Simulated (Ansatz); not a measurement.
Take KBr in the rock salt structure (space group Fm-3m, No. 225) as the base.

KBr is modelled in the cubic space group Fm-3m (No. 225), the rock salt structure, Pearson symbol cF8. Cell: a = 6.5491 Å, b = 6.5491 Å, c = 6.5491 Å, α = 90.00°, β = 90.00°, γ = 90.00°. K on 4a sees 6 Br at 3.275 Å (octahedral). Br on 4b is surrounded by 6 K at 3.275 Å (octahedral). (Neighbours: up to the widest gap in distance over summed covalent radii, below 1.35, at either atom; cation-cation and far metal-metal contacts left out.)
(The calculation used a cell of 2 atoms; values per cell refer to that cell.)

Computed with Ansatz (a first-principles code) PBEsol, no spin-orbit coupling.

One change was made to it. Results:

The lattice parameter a shrinks by 0.294 Å (6.549 Å → 6.255 Å); the band gap increases by 0.38 eV to 4.72 eV; the gap character remains direct at Γ.

Q: What was done to the base?
A. pressure 0.3 GPa
B. pressure 7.5 GPa
C. pressure 0.7 GPa
D. pressure 3 GPa

A: D, pressure 3 GPa. For comparison, the band gap in the other runs: pressure 0.3 GPa gives 4.39 eV; pressure 7.5 GPa gives 5.12 eV; pressure 0.7 GPa gives 4.44 eV.

Load acts through the strain it causes; cell and atoms are relaxed under it. Whether these cells are dynamically stable was not tested. No other phases were tried under pressure.
